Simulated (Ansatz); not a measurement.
# Worked example: self-consistent single point of Ag (Im-3m, 1 atom in the cell) in Ansatz

Computed with LDA (PW92), default PAW files made with PBE (plane waves; Ansatz, a program for electronic structure).

This input was run:

Ansatz 0.2 input:
```yaml
crystal:
  lattice:
    - [-1.663933, 1.663933, 1.663933]
    - [1.663933, -1.663933, 1.663933]
    - [1.663933, 1.663933, -1.663933]
  atoms:
    - { symbol: Ag, position_ang: [0.000000, 0.000000, 0.000000] }
basis:
  ecutwfc: 420.0
kpoints:
  mp_grid:
    grid: [14, 14, 14]
hamiltonian:
  xc: lda
  pseudopotentials:
    kind: paw
scf:
  occupations:
    method: fermi_dirac
    width: 0.1
output:
  forces: true
  eigenvalues: true
  stress: true
```

Log, with long lists cut:

```
WARN ansatz: RAYON_NUM_THREADS=1 ignored (pool sized by the plan → 1); use --threads N
Pseudopotentials: kind: paw
Pseudopotential: Ag, paw, valence charge 19
Crystal: 1 atoms, lattice volume = 18.428 Å³
Basis set: ecut = 420 eV, 369 PW (Γ)
Bands: 14, of which v1, the nominal top of the filled ones, is band 10 counted from 1 (9 counted from 0)
Symmetry: 48 space group operations
Space group: Im-3m (ITA 229), of the structure as read, at distance tolerance 2.6e-5 Å
k-points: 104 of 2744
PAW frozen core: Ag, regenerated for the run's functional, and the local potential with it
Initial density: superposition of atomic densities (neutral atoms: chi_scale 0, normalization atom), corrected by the library's trained network
Initial wavefunctions: pseudopotential atomic-orbital guess
Eigensolver: davidson
Functional: x = slater, c = lda
SCF iter   1: F=—  HF=-7458.016966 eV  |F-HF|=—  |Δ(HF+E_count)|=         —  Δρ=1.40e-2  dr2=3.14e-2  ethr=1.77e-3  ⟨swp⟩=4.7  Hψ=7098  notcnv=0
all-band conjugate gradients solve this SCF's bands
preconditioner: auto → Kerker (q_TF=auto, 2.742 Å⁻¹)
SCF iter   2: F=—  HF=-7458.008518 eV  |F-HF|=—  |Δ(HF+E_count)|=   8.45e-3  Δρ=4.15e-3  dr2=1.86e-3  ethr=1.65e-4  ⟨swp⟩=2.3  Hψ=2693  notcnv=0  defer=7
SCF iter   3: F=—  HF=-7458.007964 eV  |F-HF|=—  |Δ(HF+E_count)|=   5.53e-4  Δρ=1.71e-3  dr2=1.78e-4  ethr=9.78e-6  ⟨swp⟩=1.5  Hψ=1671  notcnv=0  defer=7
SCF iter   4: F=—  HF=-7458.007921 eV  |F-HF|=—  |Δ(HF+E_count)|=   4.31e-5  Δρ=1.64e-4  dr2=2.41e-6  ethr=9.38e-7  ⟨swp⟩=2.1  Hψ=2424  notcnv=0  defer=7
SCF iter   5: F=—  HF=-7458.007922 eV  |F-HF|=—  |Δ(HF+E_count)|=   5.99e-7  Δρ=2.04e-5  dr2=8.48e-8  ethr=1.27e-8  ⟨swp⟩=2.6  Hψ=2374  notcnv=0  defer=7
SCF iter   6: F=-7458.007922 eV  HF=-7458.007922 eV  |F-HF|=2.26e-10  |Δ(HF+E_count)|=   1.82e-8  Δρ=2.93e-6  dr2=1.19e-9  ethr=4.46e-10  ⟨swp⟩=2.8  Hψ=4894  notcnv=0
SCF 1 converged in 6 iterations: F = -7458.007922 eV  dr2 = 1.19e-9
SCF converged after 6 iterations
Free energy (F): -7458.007922 eV
Harris-Foulkes:  -7458.007922 eV  (|F-HF|=2.26e-10)
Internal energy: -7457.993909 eV  (E = F + TS)
E sigma→0 (E₀):  -7458.000915 eV
Entropy (-TS):   -0.014013 eV (-14.013 meV/atom)
Fermi energy:    15.266586 eV
--- Per-component energies (eV) ---
  E_band       = -268.336656
  E_kinetic    = 526.433914
  E_local      = -2317.959592  (includes V_loc(G=0)·N_el)
  E_nonlocal   = 86.781045
  E_hartree    = 1041.812362
  E_xc         = -182.986420
  E_vxc        = -233.693473  (∫ρ·V_xc dr)
  E_paw        = -3770.479501  (= ΣΔE_a)
  E_vpaw       = -413.525079  (= ΣTr[D̂ρ^β])
  E_aug_tail   = 0.000262  (compensation charges beyond the density's cutoff)
  E_ewald      = -2842.320786
  E_core_change = 0.724807  (= ΣΔE_core)
  E_smearing   = -0.014013  (= −TS)
  E_closure    = -0.000000  (closes the sum)
  Σ components = -7458.007922   (vs F -7458.007922, Δ=0.00e0)
--- Forces (eV/Å), atoms counted from 1 ---
  atom   1  Ag     0.00000000    -0.00000000    -0.00000000
  max |Σ_I F_I| component: 5.18e-31 eV/Å
--- Stress (GPa, compression-positive) ---
      -12.246567      -0.000000       0.000000
       -0.000000     -12.246567       0.000000
        0.000000      -0.000000     -12.246567
  P = ⅓ Tr σ = -12.2466 GPa (-122.466 kbar)
  The stress holds the Pulay correction. Without it, at fixed plane waves, as pw.x and ABINIT print it: P = -12.2653 GPa
--- Band table (eV; the first three rows and the last of 104) ---
  k-point 0: bands = ["-76.2976", "-39.7727", "-39.7727", "-39.7727", "7.9503", "10.6623", "10.6623", "10.6623", "11.8653", "11.8653", "32.8088", "32.8088", "32.8088", "37.8767"]
  k-point 1: bands = ["-76.2969", "-39.7790", "-39.7750", "-39.7726", "8.1090", "10.6257", "10.6689", "10.7491", "11.8259", "11.8679", "32.3441", "32.7387", "32.8985", "36.4072"]
  k-point 2: bands = ["-76.2951", "-39.7966", "-39.7815", "-39.7723", "8.5559", "10.5244", "10.6975", "10.9994", "11.7414", "11.8765", "30.6477", "32.1982", "33.1401", "35.1171"]
  k-point 103: bands = ["-76.2739", "-39.8701", "-39.8701", "-39.8701", "9.4115", "9.4115", "12.5384", "12.5384", "12.5384", "21.8342", "21.8342", "21.8342", "26.8135", "28.1718"]
```

The run converged in 6 iterations.

The starting cell comes from a database of computed structures (which also holds hypothetical and non-ambient phases and stackings), without a prior relaxation at this level. Its lattice was rescaled by up to half a per cent. With a pressure of about -12 GPa the cell is away from its equilibrium volume at this level. Ansatz's pressure includes its estimate of the finite-basis (Pulay) stress.
